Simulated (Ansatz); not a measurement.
**KMgH3 (Pm-3m): band-edge transport data**

Given:

```yaml
crystal:
  lattice:
    - [3.97639, 0.00000, 0.00000]
    - [0.00000, 3.97639, 0.00000]
    - [0.00000, 0.00000, 3.97639]
  atoms:
    - { symbol: K, position: [0.00000, 0.00000, 0.00000] }
    - { symbol: Mg, position: [0.50000, 0.50000, 0.50000] }
    - { symbol: H, position: [0.50000, 0.00000, 0.50000] }
    - { symbol: H, position: [0.00000, 0.50000, 0.50000] }
    - { symbol: H, position: [0.50000, 0.50000, 0.00000] }
```

Level of theory: r2SCAN, rigid bands (plane waves, PAW, scalar-relativistic; Ansatz, an electronic-structure program). Condition of this run: functional r2SCAN on the same cell. How the cell was made: cell and atoms relaxed with PBEsol.

```json
{
 "band_gap": "3.25 eV",
 "electron conductivity mass (300 K, dilute)": "0.38 mₑ",
 "hole conductivity mass (300 K, dilute)": "0.76 mₑ",
 "effective density of states N_c (300 K)": "5.8e18 cm⁻³",
 "effective density of states N_v (300 K)": "6.0e19 cm⁻³",
 "density_of_states_mass_electrons": "0.38 mₑ",
 "density_of_states_mass_holes": "1.80 mₑ",
 "Seebeck coefficient, n-type 1e19 cm⁻³, 300 K": "-179 μV/K",
 "best n-type power factor at 300 K for τ = 10 fs (best axis; densities from 1e16 to 1e21 cm⁻³ tried, whether or not they can be reached)": "2.5 μW/(cm·K²) at 3e19 cm⁻³",
 "Seebeck coefficient, p-type 1e19 cm⁻³, 300 K": "369 μV/K",
 "best p-type power factor at 300 K for τ = 10 fs (best axis; densities from 1e16 to 1e21 cm⁻³ tried, whether or not they can be reached)": "13.0 μW/(cm·K²) at 3e20 cm⁻³"
}
```

Rigid bands; masses and Seebeck coefficients take one relaxation time τ for all states and one kind of carrier; polarons and phonon drag are left out. Spin-orbit coupling is left out; where it splits the top of the valence band, N_v and the p-type Seebeck coefficient come out somewhat high without it. Geometry: cell and atoms relaxed with PBEsol.

Formula and space group known from diffraction (Crystallography Open Database), not checked to be the room-temperature form: KMgH3 (Pm-3m).
